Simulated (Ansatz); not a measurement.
# Ga2Se3 (space group Imm2, No. 44; a cell from a computed database, its experimental status unchecked)

```cif
data_Ga4Se6
_chemical_formula_sum 'Ga4 Se6'
_space_group_name_H-M_alt 'Imm2'
_space_group_IT_number 44
_space_group_name_Hall 'I 2 -2'
_cell_length_a 3.82702
_cell_length_b 11.51959
_cell_length_c 5.53948
_cell_angle_alpha 90.000
_cell_angle_beta 90.000
_cell_angle_gamma 90.000
loop_
_atom_site_label
_atom_site_type_symbol
_atom_site_symmetry_multiplicity
_atom_site_Wyckoff_symbol
_atom_site_fract_x
_atom_site_fract_y
_atom_site_fract_z
_atom_site_occupancy
Ga1 Ga 4 d 0.00000 0.33983 0.00978 1
Se1 Se 4 d 0.00000 0.15611 0.22993 1
Se2 Se 2 b 0.00000 0.50000 0.27060 1
```
(The calculation used a cell of 5 atoms; values per cell refer to that cell.)

Method: PBEsol (Ansatz, a first-principles code, PAW, no SOC). k-mesh 10×10×10 (Γ-centred); smearing 0.05 eV (Fermi–Dirac).

| Quantity | Result |
|---|---|
| Volume per atom | 24.42 Å³ |
| Density | 5.12 g/cm³ |
| Band gap | 0.51 eV, indirect, X → Γ |
| Electron mass | 0.093 mₑ along a, 0.15 mₑ along b, 0.12 mₑ along c |
| Total energy | -4752.356 eV/atom (σ→0; compares only within this code and set-up) |

Effective masses come from finite differences of ±0.01 Å⁻¹. Whether these cells are dynamically stable was not tested.
